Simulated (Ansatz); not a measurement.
GaP, response to strain

Start from GaP in the zinc blende structure (space group F-43m, No. 216).

```
GaP
1.0
    0.00000     2.71928     2.71928
    2.71928     0.00000     2.71928
    2.71928     2.71928     0.00000
Ga P
1 1
Cartesian
  0.00000   0.00000   0.00000
  1.35964   1.35964   1.35964
```

Cartesian axes are those of the cell as printed.

Strains are applied to the cell and any free atomic positions relax.

Method: PBEsol (Ansatz, a program for electronic structure; PAW; 420 eV plane waves; no spin-orbit coupling).

Notes on the quantities. energy relative to the base: free energy F.

```tsv
uniaxial strain ε_zz (%)	energy relative to the base (meV/atom)
0	0.0
0.5	0.2
1	0.8
1.5	1.9
2	3.3
2.5	?
3	7.4
```

Fit ΔE = Aε² + Bε³ (ε in %) to the rows shown and predict the withheld row.

Least squares on the printed values gives A = 0.838 and B = -0.0052 meV/atom (largest residual 0.0 meV/atom); this predicts 5.2 meV/atom, and the run gives 5.2 meV/atom, in agreement.

Whether these cells are dynamically stable was not tested.
